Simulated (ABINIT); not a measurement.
Input and output of a self-consistent single point for GaP (F-43m, 2 atoms in the cell) (ABINIT).

Method: PBE, norm-conserving pseudopotentials (PseudoDojo nc-sr-05 PBE standard) (plane waves; ABINIT).

The change in words: lattice scaled by 0.98. Reference geometry:
```
CELL_PARAMETERS angstrom
      0.00000     2.77978     2.77978
      2.77978     0.00000     2.77978
      2.77978     2.77978     0.00000
ATOMIC_POSITIONS crystal
  Ga 0.00000 0.00000 0.00000
  P  0.25000 0.25000 0.25000
```

Reference input (self-consistent single point, DFT, PBE, plane waves, norm-conserving pseudopotentials (PseudoDojo nc-sr-05 PBE standard)): pseudos = [Ga.upf, P.upf]; ecut = 80 Ry; occopt = 1; ngkpt = 5 5 5; nshiftk = 1; shiftk = 0 0 0; potentials = PseudoDojo nc-sr-05 PBE standard; nband = 13; kptopt = 1; nstep = 60; tolvrs = 1e-10. This run's input differs from it in these lines:

```diff
@@ -5,5 +5,5 @@
 rprim
-        -0.0000000000    5.2530247764    5.2530247764
-         5.2530247764    0.0000000000    5.2530247764
-         5.2530247764    5.2530247764    0.0000000000
+         0.0000000000    5.1479635628    5.1479635628
+         5.1479635628    0.0000000000    5.1479635628
+         5.1479635628    5.1479635628    0.0000000000
 natom 2
@@ -14,3 +14,3 @@
          0.0000000000    0.0000000000    0.0000000000
-         1.3898905000    1.3898905000    1.3898905000
+         1.3620925000    1.3620925000    1.3620925000
       Angstrom
```

Output (repeated stretches shortened):

```
--- !BeginCycle
solver: {iscf: 7, nstep: 60, nline: 4, wfoptalg: 0, }
tolerances: {tolvrs: 1.00E-10, }
...

     iter   Etot(hartree)      deltaE(h)  residm     vres2
 ETOT  1  -81.009487345242    -8.101E+01 6.362E-01 3.071E+03
 ETOT  2  -82.930774061087    -1.921E+00 8.611E-03 4.365E+03
 ETOT  3  -83.344507333450    -4.137E-01 8.002E-03 7.134E+02
 ETOT  4  -83.389243269016    -4.474E-02 7.255E-03 3.319E+02
 ETOT  5  -83.423309152824    -3.407E-02 5.474E-04 3.152E+01
   [... 4 lines left out ...]
 ETOT 10  -83.426985897161    -1.366E-08 2.662E-06 4.249E-08
 ETOT 11  -83.426985897172    -1.177E-11 2.250E-07 3.277E-09
 ETOT 12  -83.426985897173    -1.080E-12 2.414E-07 3.711E-10
 ETOT 13  -83.426985897169     4.405E-12 1.994E-08 6.608E-12
 At SCF step   13       vres2   =  6.61E-12 < tolvrs=  1.00E-10 =>converged.

 Cartesian components of stress tensor (hartree/bohr^3)
  sigma(1 1)= -9.52510177E-05  sigma(3 2)=  0.00000000E+00
  sigma(2 2)= -9.52510177E-05  sigma(3 1)=  0.00000000E+00
  sigma(3 3)= -9.52510177E-05  sigma(2 1)=  0.00000000E+00

 ----iterations are completed or convergence reached----

 reduced coordinates (array xred) for    2 atoms
       0.000000000000      0.000000000000      0.000000000000
       0.250000000000      0.250000000000      0.250000000000
 cartesian forces (eV/Angstrom) at end:
    1      0.00000000000000     0.00000000000000    -0.00000000000000
    2     -0.00000000000000    -0.00000000000000     0.00000000000000
 frms,max,avg= 6.4378210E-28 1.0086127E-27   0.000E+00  0.000E+00  0.000E+00 e/A
   [... lines left out ...]
 Fermi (or HOMO) energy (hartree) =   0.16094   Average Vxc (hartree)=  -0.36115
 Fermi (or HOMO) energy (eV) =   4.37946   Average Vxc (eV)=  -9.82747
   [... lines left out ...]
total_energy        : -8.34269858971690E+01
total_energy_eV     : -2.27016373753067E+03
band_energy         : -3.95068976275903E+00
...

-Cartesian components of stress tensor (GPa)         [Pressure=  2.8024E+00 GPa]
- sigma(1 1)= -2.80238122E+00  sigma(3 2)=  0.00000000E+00
- sigma(2 2)= -2.80238122E+00  sigma(3 1)=  0.00000000E+00
- sigma(3 3)= -2.80238122E+00  sigma(2 1)=  0.00000000E+00

 Calculation completed.
```

The run converged in 13 iterations. Against the reference run the free energy rises by 2.5 meV/atom, the pressure goes from -1.96 to 2.80 GPa and the gap on the mesh goes from 1.330 to 1.595 eV.

The starting cell comes from a database of computed structures (which also holds hypothetical and non-ambient phases and stackings), without a prior relaxation at this level. Its lattice was rescaled by a random factor within 2.5 % of one. For this run, on top of that: lattice scaled by 0.98.
